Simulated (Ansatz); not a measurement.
Checking a run of Ansatz (a first-principles code) on SrB2 (I4/mcm, 6 atoms in the cell). The aim is a self-consistent single point with DFT, revPBE, plane waves, default PAW files made with PBE.

Cell that was meant: a = 7.4429 Å, b = 7.4429 Å, c = 7.4429 Å, α = 104.16°, β = 104.16°, γ = 120.72°.

Part of the input:

```yaml
  occupations:
    method: cold
    width: 0.136 eV
  max_iter: 40
  convergence:
    dr2_threshold: 1.0e-22 eV
output:
  forces: true
  eigenvalues: true
```

Output (repeated stretches shortened):

```
WARN basis.ecutwfc = 420 eV, the default
WARN ansatz: RAYON_NUM_THREADS=1 ignored (pool sized by the plan → 1); use --threads N
   [... lines left out ...]
PAW frozen core: Sr, regenerated for the run's functional, and the local potential with it
Initial density: superposition of atomic densities (neutral atoms: chi_scale 0, normalization atom), corrected by the library's trained network
Initial wavefunctions: pseudopotential atomic-orbital guess
Eigensolver: davidson
Functional: x = revpbe(κ = 1.245, μ = 0.2195149727645171), c = pbe(β = 0.06672455060314922)
SCF iter   1: F=—  HF=-7705.167093 eV  |F-HF|=—  |Δ(HF+E_count)|=         —  Δρ=3.84e-3  dr2=5.46e-2  ethr=1.77e-3  ⟨swp⟩=9.5  Hψ=811  notcnv=0
all-band conjugate gradients solve this SCF's bands
preconditioner: auto → Resta (q_TF=auto, 1.871 Å⁻¹)
SCF iter   2: F=—  HF=-7705.172943 eV  |F-HF|=—  |Δ(HF+E_count)|=   5.85e-3  S|Δr|=    0.00e0  Δρ=1.98e-3  dr2=1.58e-2  ethr=1.71e-4  ⟨swp⟩=1.7  Hψ=203  notcnv=0
   [... lines left out ...]
SCF iter  20: F=—  HF=-7705.179815 eV  |F-HF|=—  |Δ(HF+E_count)|=  3.64e-12  S|Δr|=    0.00e0  Δρ=9.18e-13  dr2=7.57e-21  ethr=9.19e-19 (applied; sched 1.00e-12)  ⟨swp⟩=1.0  Hψ=132  notcnv=0
SCF iter  21: F=—  HF=-7705.179815 eV  |F-HF|=—  |Δ(HF+E_count)|=  9.09e-13  S|Δr|=    0.00e0  Δρ=2.27e-13  dr2=3.20e-22  ethr=9.19e-19 (applied; sched 1.00e-12)  ⟨swp⟩=1.0  Hψ=132  notcnv=0
SCF iter  22: F=-7705.179815 eV  HF=-7705.179815 eV  |F-HF|=0.00e0  |Δ(HF+E_count)|=  2.73e-12  S|Δr|=    0.00e0  Δρ=6.40e-14  dr2=2.66e-23  ethr=1.00e-12  ⟨swp⟩=1.0  Hψ=156  notcnv=0
SCF 1 converged in 22 iterations: F = -7705.179815 eV  dr2 = 2.66e-23
Stability not checked (fill_not_monotonic)
Free energy (F): -7705.179815 eV
Internal energy: -7705.185247 eV  (E = F + TS)
E sigma→0 (E₀):  -7705.181626 eV
Entropy (-TS):   0.005432 eV (0.905 meV/atom)
Fermi energy:    0.603347 eV
--- Forces (eV/Å), atoms counted from 1 ---
  atom   1  B      0.22605782     0.22605782     0.00000000
  atom   2  B      0.22605782    -0.22605782    -0.00000000
  atom   3  B     -0.22605782     0.22605782     0.00000000
   [... lines left out ...]
  atom   6  Sr     0.00000000    -0.00000000     0.00000000
--- Stress (GPa, compression-positive) ---
       -5.724117       0.000000      -0.000000
        0.000000      -5.724117      -0.000000
        0.000000       0.000000      -0.407658
  P = ⅓ Tr σ = -3.9520 GPa (-39.520 kbar)
  The stress holds the Pulay correction. Without it, at fixed plane waves, as pw.x and ABINIT print it: P = -3.9646 GPa
```

Question: Is this run sound? If not, what is wrong?

Answer: The results can be used. The input holds a threshold far tighter than needed, beside a limit on iterations, which can do harm: each further decade of the residual costs iterations, and near the noise of double precision and of the grids the loop may never get there. Here it did none. The run converged in 22 iterations, and against the sound input the free energy hardly moves (within 1 meV/atom), the pressure stays at -3.95 GPa and the largest force stays at 0.320 eV/Å. It cost iterations: the sound input took 8.

The sound input it was made from differs as follows (other fixes are possible):
```diff
-  max_iter: 40
-  convergence:
-    dr2_threshold: 1.0e-22 eV
```

With that input, the run converged in 8 iterations: free energy E − TS (on the zero of these files) -7705.1798 eV; Fermi level (on the code's own zero) 0.60 eV; pressure -3.95 GPa; largest force (vector length) 0.320 eV/Å (DFT, revPBE, plane waves, default PAW files made with PBE).

On the sound input: the starting cell was generated: these elements placed on a structure prototype, without a prior relaxation; it need not be a known phase or ordering of this composition. With a pressure of about -4 GPa the cell is away from its equilibrium volume at this level. Ansatz's pressure includes its estimate of the finite-basis (Pulay) stress.

Keys are those of Ansatz 0.2.
